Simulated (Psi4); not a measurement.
Psi4 1.11, unrestricted TPSS/def2-svp: Cu(F) cation ([F][Cu]), charge +1, multiplicity 2, 2 atoms. The geometry is a generated start, not checked to be a minimum at this level.

- task = energy
- method = tpss
- basis = def2-svp
- memory = 3 GB
- maxiter = 100
- keys of the molecule block = symmetry c1
- scf_type = df (default)
- e_convergence = 1e-06 (default)
- d_convergence = 1e-06 (default)
- dft_radial_points = 75 (default)
- dft_spherical_points = 302 (default)
- basis functions = 45
- grid points = 43801

```xyz
2

Cu    -0.4348    -0.4023    -0.6214
F      0.4348     0.4023     0.6214
```

Charge 1 and multiplicity 2 are set for this test and not shown to be the ground state.

With the defaults (guess = auto, which took SAD, scf_initial_accelerator = adiis, diis_start = 1, damping_percentage = 0, diis = true, diis_max_vecs = 10, level_shift = 0, level_shift_cutoff = 0.01) it converges in 14 SCF iterations. One run each on 2 threads, with these changes:
- diis_max_vecs = 3
- diis_start = 4
- damping_percentage = 20
- scf_initial_accelerator = none, damping_percentage = 60, diis = false
- level_shift = 0.1, level_shift_cutoff = 0.001
- guess = modhuckel
- diis_max_vecs = 20
- guess = gwh
- scf_initial_accelerator = none
- guess = core

Problem. Name the settings that don't reach the solution of the defaults.

Solution. No convergence: scf_initial_accelerator = none; scf_initial_accelerator = none, damping_percentage = 60, diis = false (the run ends without SCF convergence in 100 iterations). Another solution: guess = core (98 meV lower); guess = modhuckel (98 meV lower); diis_start = 4 (98 meV lower); damping_percentage = 20 (98 meV lower). The rest reach the solution of the defaults.

```json
[
 {"setting": "the defaults", "SCF iterations": "14", "end": "same solution"},
 {"setting": "diis_max_vecs = 20", "SCF iterations": "14", "end": "same solution"},
 {"setting": "diis_max_vecs = 3", "SCF iterations": "14", "end": "same solution"},
 {"setting": "level_shift = 0.1, level_shift_cutoff = 0.001", "SCF iterations": "16", "end": "same solution"},
 {"setting": "guess = gwh", "SCF iterations": "17", "end": "same solution"},
 {"setting": "diis_start = 4", "SCF iterations": "17", "end": "other solution, 98 meV lower"},
 {"setting": "guess = core", "SCF iterations": "18", "end": "other solution, 98 meV lower"},
 {"setting": "guess = modhuckel", "SCF iterations": "18", "end": "other solution, 98 meV lower"},
 {"setting": "damping_percentage = 20", "SCF iterations": "30", "end": "other solution, 98 meV lower"},
 {"setting": "scf_initial_accelerator = none", "SCF iterations": "100", "end": "no convergence"},
 {"setting": "scf_initial_accelerator = none, damping_percentage = 60, diis = false", "SCF iterations": "100", "end": "no convergence"}
]
```

1 further run of the study ended by our limits or in an error and is left out.
